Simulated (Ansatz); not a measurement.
Several settings converged on Li3YBi2 (P-3m1, 6 atoms in the cell)

```xyz
6
Lattice="4.6148 0.0000 0.0000 -2.3074 3.9965 0.0000 0.0000 0.0000 7.2877" Properties=species:S:1:pos:R:3 pbc="T T T"
Li     2.3074     1.3322     2.5575
Li     0.0000     2.6644     4.7302
Li     0.0000     0.0000     3.6438
Y      0.0000     0.0000     0.0000
Bi     2.3074     1.3322     5.4846
Bi     0.0000     2.6644     1.8030
```

Base method: LDA (PW92), default PAW files made with PBE (plane waves; Ansatz, a program for electronic structure).

Base settings: basis.ecutwfc = 30.9 Ry; kpoints.mp_grid.grid = 8 8 5; hamiltonian.xc = lda; hamiltonian.pseudopotentials = {kind: paw} (the program's default PAW files); scf.occupations.method = gaussian; scf.occupations.width = 0.0073 Ry.

Core times come from one kind of shared machine, to one figure; runs under 30 s give none.

**Zone-centre phonons against the cutoff**

In this ladder: phonons.method = dfpt.

The mesh stays at the base's, so the ladder's end is converged at best in this setting alone.

Frequencies are those of the unrelaxed cell, without the LO-TO term of polar crystals.

Only quantities that move along the ladder and can be compared are tabulated.

```tsv
basis.ecutwfc	highest zone-centre frequency (cm⁻¹)	lowest optical frequency (cm⁻¹)	core time / last (rough)
15.4 Ry	373.6	73.0	0.08
21.7 Ry	361.8	64.5	0.1
30.9 Ry	360.7	64.9	0.2
46.3 Ry	360.7	64.9	1
```

Coarsest basis.ecutwfc that holds the highest zone-centre frequency within 2 cm⁻¹ of the last step, with all finer ones: 21.7 Ry, at about 0.1 of the last step's time; the step before is off by 13 cm⁻¹.

Coarsest basis.ecutwfc that holds the lowest optical frequency within 2 cm⁻¹ of the last step, with all finer ones: 21.7 Ry, at about 0.1 of the last step's time; the step before is off by 8.1 cm⁻¹.

**Zone-centre phonons against the mesh**

In this ladder: phonons.method = dfpt.

Frequencies are those of the unrelaxed cell, without the LO-TO term of polar crystals.

Only quantities that move along the ladder and can be compared are tabulated.

```csv
kpoints.mp_grid.grid,highest zone-centre frequency (cm⁻¹),lowest optical frequency (cm⁻¹),core time / last (rough)
2 2 2,349.6,49.0,–
4 4 2,360.9,61.3,0.03
5 5 3,360.4,63.8,0.06
10 10 6,360.8,65.1,1
```

Coarsest kpoints.mp_grid.grid that holds the lowest optical frequency within 10 cm⁻¹ of the last step, with all finer ones: 4 4 2, at about 0.03 of the last step's time; the step before is off by 16 cm⁻¹.

Coarsest kpoints.mp_grid.grid that holds the highest zone-centre frequency within 2 cm⁻¹ of the last step, with all finer ones: 4 4 2, at about 0.03 of the last step's time; the step before is off by 11 cm⁻¹.

**The force threshold of a relaxation**

On Li3YBi2 (P3m1, 6 atoms in the cell): one atom moved by 0.15 angstrom.

In this ladder: relax = atoms.

The mesh stays at the base's, so the ladder's end is converged at best in this setting alone.

Only quantities that move along the ladder and can be compared are tabulated.

| relax.f_tol | free energy less the last step's (meV/atom) | largest force left (eV/Å) | relaxation steps | core time / last (rough) |
|---|---|---|---|---|
| 0.2 eV/Å | 2.66 | 0.1785 | 3 | 0.4 |
| 0.05 eV/Å | 0.01 | 0.0076 | 5 | 0.5 |
| 0.02 eV/Å | 0.01 | 0.0075 | 5 | 0.8 |
| 0.001 eV/Å | 0.00 | 0.0010 | 7 | 1 |

Coarsest relax.f_tol that holds the largest force left within 0.02 eV/Å of the last step, with all finer ones: 0.05 eV/Å; the step before is off by 0.18 eV/Å.

Coarsest relax.f_tol that holds the free energy within 0.05 meV/atom of the last step, with all finer ones: 0.05 eV/Å; the step before is off by 2.7 meV/atom.

On the base run: the starting cell comes from a database of computed structures (which also holds hypothetical and non-ambient phases and stackings), without a prior relaxation at this level. Its lattice was rescaled by up to half a per cent.

Keys are those of Ansatz 0.2.
